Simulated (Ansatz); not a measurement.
Results of r²SCAN (Ansatz, a program for electronic structure, PAW) for SmPd (Cmcm, No. 63; cell taken from a computed entry).

Run with plane-wave cutoff 500 eV, 16×16×12 k mesh (along the axes of the cell as run), Fermi–Dirac smearing 0.1 eV, spin-polarised start, scalar-relativistic PAW data made under PBE.

Computed at the level's own relaxed cell.

Question: Give the computed equilibrium volume per atom.

Answer: 
- equilibrium volume per atom: 24.58 Å³/atom

Note: the magnetic order was assumed, not searched for or taken from measurement; the relaxation could not lower the start's symmetry, so the cell can be a saddle point above a distorted one; the 4f shell is treated without U or exact exchange, so its levels and filling can be wrong.

Spin–orbit coupling is not included.

Computing time: about 100 core-minutes (a rough figure).
